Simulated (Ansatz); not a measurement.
Ansatz (a quantum-chemistry and plane-wave program), DFT, PBE, plane waves, its default PAW files: fcc Cu, atoms displaced, 4 atoms. Basis and mesh were picked for this test and aren't claimed converged.

```yaml
cell: 3.62, 3.62, 3.62 Å; 90, 90, 90°
distance_to_the_nearest_atom: 2.51 to 2.53 Å
task: single point
k mesh: 10×10×10
hamiltonian.xc: pbe
kind_of_files: paw
scf.occupations.method: fermi_dirac
scf.occupations.width: 0.1 eV
output.forces: true
memory maximum (--max-ram): 200GiB
accuracy: medium (default)
basis.precision: auto (default)
basis.xc_grid: 2 (default)
scf.eigensolver.kind: auto (default)
scf.mixing.algorithm: auto (default)
scf.mixing.preconditioner: auto (default)
scf.convergence.dr2_threshold: 1e-07 (default)
scf.lower_state_search: light (default)
k-points after symmetry: 504
bands_at_the_start: 43
electrons: 76
plane waves at Γ: 925
cutoff (eV): 420
FFT grid: 25×25×25
symmetry_operations: 1
```

Hardware: AMD EPYC (Zen 5), 96 cores on 1 socket, no SMT, 12 L3 cache groups.

Wall times, medians of two to five repeats, each run alone on the node (launch to exit). Unless noted, each process is bound to its own block of adjacent cores. The build: release build for x86-64 with AVX-512, one process with threads; another build can shift the numbers. Scratch files lie in a memory file system.

First run (96 threads, --kpoint-pools auto (default), --slots auto (default), --projector-tables auto (default)):

```
── phase timings ───────────────────────
phase                  total
diag                  0.436s
density               0.092s
complement_search     0.041s
forces                0.020s
potential             0.018s
mixing                0.014s
fermi                 0.014s
energy                0.003s
xc_out                0.002s
energy_assemble       0.002s
paw_out               0.001s
hubbard               0.000s
efg                   0.000s
work_function         0.000s
charged_cell          0.000s
Σ                     0.643s
```

Second run:

```
── phase timings ───────────────────────
phase                  total
diag                  1.125s
complement_search     0.121s
density               0.096s
forces                0.052s
potential             0.018s
mixing                0.014s
fermi                 0.010s
energy                0.003s
energy_assemble       0.003s
xc_out                0.002s
paw_out               0.001s
hubbard               0.000s
charged_cell          0.000s
efg                   0.000s
work_function         0.000s
Σ                     1.443s
```

Q: Both blocks come from the same system on the same machine. Which change was made from the first run to the second?
(A) --kpoint-pools 1, --slots 24
(B) --kpoint-pools 12
(C) --projector-tables rebuilt
(D) --kpoint-pools 1

A: A, --kpoint-pools 1, --slots 24. The largest move is in band solves (diag): 0.44 s to 1.1 s. The band solves carry the change: the iterations make 284821 against 284821 applications of H to a band, at 0.0015 against 0.0039 ms of diag time each. What the program resolved moves too: eigensolver slots from 96 to 24. The other changes gave 0.95 s (--projector-tables rebuilt), 0.94 s (--kpoint-pools 1), 0.90 s (--kpoint-pools 12), against 1.7 s here and 0.94 s at first.

Keys are those of Ansatz 0.2.
